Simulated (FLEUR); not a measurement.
Equation of state of bcc W (space group 229): energy against volume (FLEUR, LDA)

```
CELL_PARAMETERS angstrom
     -1.51855     1.51855     1.51855
      1.51855    -1.51855     1.51855
      1.51855     1.51855    -1.51855
ATOMIC_POSITIONS crystal
  W  0.00000 0.00000 0.00000
```

Method: LDA (Vosko-Wilk-Nusair), all-electron FLAPW (FLEUR), scalar-relativistic valence (FLEUR). Settings: Kmax = 5.13 1/bohr; GmaxXC = 25.6 1/bohr; xcFunctional = vwn; jspins = 1; l_soc = F; mode = hist; fermiSmearingEnergy = 0.00183747 Htr; mesh (inpgen div1-3) = 26 26 26; inpgen gamma flag = true; Gmax = 25.6 1/bohr; numbands = 0; maxIterBroyd = 25; imix = Anderson; alpha = 0.05; precondParam = 0; minDistance = 1e-05 me/bohr^3. The cell above is the first row's. The rows scale it uniformly. In all rows the k mesh is held. E is the free energy at the stated smearing, counted from the lowest row.

```csv
V (Å^3/atom),E (meV/atom)
14.007,155.97
14.312,91.80
14.616,45.72
14.921,16.06
15.225,1.30
15.530,0.00
15.834,10.82
16.139,32.55
16.443,?
```

The 8 complete rows are fitted with the third-order Birch-Murnaghan form, a cubic in V^(-2/3), E against V. With u = V^(-2/3) - 0.164, the rows have u = 0.008096, 0.005642, 0.003281, 0.000994, -0.001210, -0.003348, -0.005411, -0.007415. Least squares gives E = 7.758 + 6996.31·u + 1396324·u² + 161463·u³. Residuals (row less fit): -0.038, 0.092, -0.030, -0.032, -0.037, 0.020, 0.062, -0.038; standard error 0.069 (degrees of freedom: 4). Its minimum lies at u = -0.002506, so V0 = (0.161494)^(-3/2) = 15.41. There d²E/du² = 2790000 and d³E/du³ = 968800, so B0 = (4/9) × 15.41^(-7/3) × 2790000 × 0.160218 = 336 GPa (the last factor turns the table's units into GPa), and B0' = 4 + (2/3) × 0.161494 × (968800)/2790000 = 4.0.

Question: Estimate the missing E (V = 16.443); what did the run itself give?

Answer: u = -0.009351, so E = 7.758 + 6996.31 × (-0.009351) + 1396324 × (-0.009351)² + 161463 × (-0.009351)³ = 64.300 meV/atom. The calculation gives 64.12 meV/atom, 0.180 meV/atom below the prediction (0.1 % of the range of E in the table). The row lies outside the fitted rows, so this is an extrapolation. From the scatter of the fitted rows alone, a prediction at this place has a standard error of 0.166 meV/atom, so the miss is 1.1 times that.

Carrying the step between the two nearest rows on in a straight line would have given 54.21, off by 9.91; series whose last step already gives the withheld value aren't shown. The scan was laid around a cell of about the measured size, scaled by a guess for this functional. Spin polarisation is off. Values depend on the basis (sphere radii, cutoffs, local orbitals), which need not be converged. Spin-orbit coupling is off. Cutoffs and mesh are single choices, not tested for convergence of this quantity. Series with a scatter that would blur these digits, or in which a gap closes, are not shown. Nor are scans whose minimum lies at an end fitted in this form.
